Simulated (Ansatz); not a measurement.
Consider ZrB2 (space group P6/mmm, No. 191; a = 3.155 Å, c = 3.506 Å; relaxed with 0.1 eV smearing). Axes: x lies along a and z along c of the hexagonal cell.

The values are results of Ansatz (a program for electronic structure) PBEsol, without spin-orbit coupling, not measurements.

Perturbation: the cell is stretched by 1.50 % along x with no lateral relaxation, atoms relaxed at fixed cell.

### Question
What does the calculation give for the energy relative to the base after the change?

### Answer
The energy grows by 4.0 meV/atom.

### Question
How does this affect the stress?

### Answer
The stress (xx, yy, zz, yz, xz, xy; compression positive) is (-8.4, -0.8, -1.8, 0.0, 0.0, 0.0) GPa.

The cells carry an imposed strain or load. Whether these cells are dynamically stable was not tested. The final runs are not spin-polarised.
